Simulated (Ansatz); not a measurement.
# NaCl under a change: biaxial strain −2.00 %, plane normal [001], relaxed out of plane

The parent structure is NaCl in the rock salt structure (space group Fm-3m, No. 225; a = 5.601 Å). Axes: x, y, z lie along the cube axes.

The change: compressive biaxial strain of 2.00 % in the plane normal to [001], as in epitaxy on a mismatched substrate; the out-of-plane cell vector and the atoms relax.

Calculations: PBEsol, PAW, 420 eV (Ansatz, a program for electronic structure; no SOC). Γ-centred 10×10×10 mesh, Fermi–Dirac width 0.05 eV.

The shortest interatomic distance decreases by 0.056 Å to 2.745 Å and the energy increases by 3.7 meV/atom. The pressure (mean of the normal stresses, compression positive) grows by 0.94 GPa, from 0.01 GPa to 0.95 GPa and the band gap increases by 0.11 eV (5.01 eV → 5.12 eV). The gap character stays direct at Γ and the electron mass becomes 0.38 mₑ (at Γ) (base: 0.39 mₑ (at Γ)). The valence-band top at Γ (three highest levels, from the VBM) changes from 0.00, 0.00, 0.00 eV to 0.00, -0.02, -0.02 eV and the out-of-plane strain comes out as +0.88 %. The ratio −ε⊥/ε∥ is 0.44 and the mean in-plane stress (compression positive) is +1.4 GPa.

Final structure (turned so that z lies along the plane normal):

```xyz
2
Lattice="3.8816 0.0000 0.0000 0.0000 3.8816 0.0000 1.9408 -1.9408 2.8254" Properties=species:S:1:pos:R:3 pbc="T T T"
Na     0.0000     0.0000     0.0000
Cl     3.8816     0.0000     2.8254
```

Cost of the whole job for the changed cell (relaxation, final SCF and bands): around 16 core-seconds (rough).

Masses are band curvatures over ±0.01 Å⁻¹ around the edge. Whether these cells are dynamically stable was not tested. Labels are those of the standard path for the cell's own space group.
